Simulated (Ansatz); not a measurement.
A computed series for BeTe: response to strain

The reference is BeTe in the zinc blende structure (space group F-43m, No. 216).

BeTe has the cubic space group F-43m (No. 216), the zinc blende structure, Pearson symbol cF8. Conventional cell: a = 5.6635 Å, b = 5.6635 Å, c = 5.6635 Å, α = 90.00°, β = 90.00°, γ = 90.00°. Be on 4a sees 4 Te at 2.452 Å (tetrahedral). Te on 4d sees 4 Be at 2.452 Å (tetrahedral). (Neighbours: up to the widest gap in distance over summed covalent radii, below 1.35, at either atom; cation-cation and far metal-metal contacts left out.)
(The calculation used a cell of 2 atoms; values per cell refer to that cell.)

Strains are applied to the cell and any free atomic positions relax.

Computed with Ansatz (a first-principles code), PBE, PAW, cutoff 420 eV, no spin-orbit coupling.

Candidates:
(a) isotropic strain +2.00 %
(b) isotropic strain −0.50 %
(c) isotropic strain −1.00 %

For the base:

| Property | Result |
|---|---|
| Band gap | 2.03 eV |

Problem. Order them by band gap, highest first.

Solution. (a) isotropic strain +2.00 % (2.16 eV), (b) isotropic strain −0.50 % (1.99 eV), (c) isotropic strain −1.00 % (1.96 eV)

Spin-orbit coupling, missing from the scalar runs, can matter with Te. No phonon test of stability was made.
